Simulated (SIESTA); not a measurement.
SIESTA run on ZnCu2SnS4 (I-4, 8 atoms in the cell): self-consistent single point.

Method: GGA PBE, numerical atomic orbitals TZP, PseudoDojo PBE standard norm-conserving potentials (rewritten from UPF to PSML) (SIESTA).

The change in words: lattice scaled by 0.98. Reference geometry:
```yaml
crystal:
  lattice:
    - [-2.71380, 2.71380, 5.42853]
    - [2.71380, -2.71380, 5.42853]
    - [2.71380, 2.71380, -5.42853]
  atoms:
    - { symbol: Zn, position: [0.75000, 0.25000, 0.50000] }
    - { symbol: Cu, position: [0.00000, 0.00000, 0.00000] }
    - { symbol: Cu, position: [0.25000, 0.75000, 0.50000] }
    - { symbol: Sn, position: [0.50000, 0.50000, 0.00000] }
    - { symbol: S, position: [0.36432, 0.37124, 0.47758] }
    - { symbol: S, position: [0.62876, 0.10634, 0.99308] }
    - { symbol: S, position: [0.89366, 0.88674, 0.52242] }
    - { symbol: S, position: [0.11326, 0.63568, 0.00692] }
```

Reference input (self-consistent single point, DFT, GGA PBE, numerical atomic orbitals TZP, PseudoDojo PBE standard norm-conserving potentials (rewritten from UPF to PSML)): XC.functional = GGA; XC.authors = PBE; potentials = PseudoDojo PBE standard; PAO.BasisSize = TZP; PAO.EnergyShift = 0.005 Ry; MeshCutoff = 400 Ry; kgrid.MonkhorstPack = 4 4 4; OccupationFunction = FD; ElectronicTemperature = 100 meV; MaxSCFIterations = 150; SCF.Mixer.Method = Pulay; SCF.Mixer.Weight = 0.25. This run's input differs from it in these lines:

```diff
@@ -12,7 +12,7 @@
 %endblock ChemicalSpeciesLabel
-LatticeConstant              6.648182 Ang
+LatticeConstant              6.515218 Ang
 %block LatticeVectors
-    -0.408201972    0.408201972    0.816542929
-     0.408201972   -0.408201972    0.816542929
-     0.408201972    0.408201972   -0.816542929
+    -0.408201997    0.408201997    0.816542900
+     0.408201997   -0.408201997    0.816542900
+     0.408201997    0.408201997   -0.816542900
 %endblock LatticeVectors
@@ -20,10 +20,10 @@
 %block AtomicCoordinatesAndAtomicSpecies
-     0.000000000    0.408201972    0.408271464  1
+     0.000000000    0.408201997    0.408271450  1
      0.000000000    0.000000000    0.000000000  2
-     0.408201972    0.000000000    0.408271464  2
-     0.000000000    0.000000000    0.816542929  3
-     0.197773855    0.192124340    0.210651745  4
-     0.192124340    0.618630088   -0.210651745  4
-     0.210428116    0.216077632    1.027194673  4
-     0.216077632   -0.210428116    0.605891184  4
+     0.408201997    0.000000000    0.408271450  2
+     0.000000000    0.000000000    0.816542900  3
+     0.197773868    0.192124352    0.210651737  4
+     0.192124352    0.618630127   -0.210651737  4
+     0.210428130    0.216077645    1.027194637  4
+     0.216077645   -0.210428130    0.605891163  4
 %endblock AtomicCoordinatesAndAtomicSpecies
```

Output, abridged:

```
        iscf     Eharris(eV)        E_KS(eV)     FreeEng(eV)     dDmax    Ef(eV) dHmax(eV)
   scf:    1   -18627.986445   -19116.893252   -19117.185662  1.283000  0.001857 73.476360
   scf:    2   -19190.179702   -19319.876183   -19319.876185  1.518254 -3.334060 31.606952
   scf:    3   -19355.339810   -19339.367692   -19339.367705  0.296144 -3.380219 18.010669
   scf:    4   -19346.856642   -19348.702619   -19348.710299  0.536533 -2.820065  4.335400
   scf:    5   -19349.404413   -19349.292649   -19349.295127  0.092428 -3.010877  0.503991
   [... 4 lines left out ...]
   scf:   10   -19349.307564   -19349.307619   -19349.310596  0.001643 -3.048189  0.033885
   scf:   11   -19349.307563   -19349.307615   -19349.310631  0.001044 -3.046500  0.010150
   scf:   12   -19349.307631   -19349.307623   -19349.310634  0.000141 -3.046990  0.003027
   scf:   13   -19349.307630   -19349.307627   -19349.310635  0.000053 -3.047161  0.000066
SCF Convergence by DM+H criterion
max |DM_out - DM_in|         :     0.0000532563
max |H_out - H_in|      (eV) :     0.0000658858
SCF cycle converged after 13 iterations

Using DM_out to compute the final energy and forces

siesta: E_KS(eV) =           -19349.3076

siesta: E_KS - E_eggbox =    -19349.3076

siesta: Atomic forces (eV/Ang):
     1   -0.002905   -0.002863    0.001283
     2   -0.001525   -0.001548    0.001664
     3   -0.001627   -0.001248    0.001383
     4   -0.000926   -0.001030    0.000607
     5   -0.143270   -0.348828    0.167656
     6   -0.347722    0.147421   -0.170109
     7    0.146208    0.351617    0.167391
     8    0.351351   -0.143629   -0.169492
   Tot   -0.000416   -0.000107    0.000383
   Max    0.351617
   Res    0.169284    sqrt( Sum f_i^2 / 3N )
   Max    0.351617    constrained

   [... lines left out ...]
siesta: FreeEng =    -19349.310635
   [... lines left out ...]
siesta:    -0.053741   -0.000124    0.000499
siesta:    -0.000124   -0.053739    0.000504
siesta:     0.000499    0.000504   -0.052559

siesta: Cell volume =        150.513725 Ang**3

siesta: Pressure (static):
siesta:                Solid            Molecule  Units
siesta:           0.00058102          0.00053670  Ry/Bohr**3
siesta:           0.05334637          0.04927743  eV/Ang**3
siesta:          85.47030515         78.95114015  kBar
```

The run converged in 13 iterations. Against the reference run the free energy goes up by 40.3 meV/atom, the pressure goes from 2.80 to 8.55 GPa, the largest force goes from 0.240 to 0.416 eV/Å and the gap on the mesh goes from 0.344 to 0.596 eV.

The starting cell comes from a database of computed structures (which also holds hypothetical and non-ambient phases and stackings), without a prior relaxation at this level. Its lattice was rescaled by a random factor within 2.5 % of one. For this run, on top of that: lattice scaled by 0.98. Values carry the incompleteness of an atom-centred basis. With a pressure of about 9 GPa the cell is away from its equilibrium volume at this level.

Cost on one core of a shared machine: roughly 4 min.
